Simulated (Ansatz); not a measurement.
The starting structures come from a database of crystals and need not be the phases stable at ambient conditions.

 Where the default PAW files enter, the runs use the earlier of Ansatz's two default sets.

By PBEsol, the system below comes out a metal.

The ballistic (Sharvin) conductance counts the channels at the Fermi level: G/A = (e²/h) × channels of both spins per area.

Data:

```yaml
crystal:
  lattice:
    - [3.17671, 0.00000, 0.00000]
    - [0.00000, 6.37147, 0.00000]
    - [0.00000, 3.18574, 3.28131]
  atoms:
    - { symbol: Ir, position: [0.50000, 0.50000, 0.00000] }
    - { symbol: Ir, position: [0.00000, 0.00000, 0.00000] }
    - { symbol: O, position: [0.00000, 0.30866, 0.38268] }
    - { symbol: O, position: [0.00000, 0.69134, 0.61732] }
    - { symbol: O, position: [0.50000, 0.19134, 0.00000] }
    - { symbol: O, position: [0.50000, 0.80866, 0.00000] }
```

Space group of this cell: Cmmm. The cell is strained (lengths along the current scaled by 1.03, ions clamped); by PBEsol its mean pressure is -12.9 GPa.

The current flows along the normal of the first two printed cell vectors. No spin-orbit coupling; the value is a mean over 0.1 eV about the Fermi level.

Q: Compute, with Ansatz (an electronic-structure program) with PBEsol, the ballistic conductance per area.

A: 0.58 × 10¹⁵ S/m² for both spins.
